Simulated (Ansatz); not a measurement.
Base system: Ba in the bcc (W type) structure (space group Im-3m, No. 229; a = 5.069 Å).

Structures relaxed with r2SCAN (Ansatz, an electronic-structure program, PAW, scalar-relativistic without spin-orbit coupling).

Base:

Simulated powder pattern, Mo Kα, λ = 0.71073 Å (kinematic, ideal powder, no thermal factors, no anomalous dispersion; the 8 strongest lines at most, above 2 %, up to 2θ = 40°):

| 2θ (°) | I/Imax (%) | hkl |
|---|---|---|
| 11.38 | 100 | (110) |
| 16.12 | 21 | (200) |
| 19.78 | 48 | (211) |
| 22.87 | 16 | (220) |
| 25.62 | 23 | (310) |
| 30.42 | 28 | (321) |
| 34.61 | 14 | (411) |
| 36.55 | 7.7 | (420) |

One thing is altered: every Ba is replaced by Rb, then cell and atoms are relaxed.

Q: Predict the new powder pattern.

A: 
Simulated powder pattern, Mo Kα, λ = 0.71073 Å (kinematic, ideal powder, no thermal factors, no anomalous dispersion; the 8 strongest lines at most, above 2 %, up to 2θ = 40°):

| 2θ (°) | I/Imax (%) | hkl |
|---|---|---|
| 10.03 | 100 | (110) |
| 14.20 | 21 | (200) |
| 17.41 | 50 | (211) |
| 20.13 | 17 | (220) |
| 22.54 | 24 | (310) |
| 26.74 | 29 | (321) |
| 30.40 | 15 | (411) |
| 36.73 | 16 | (431) |

The indices refer to each structure's own conventional cell; one index is shown for lines that coincide.

Whether these cells are dynamically stable was not tested.
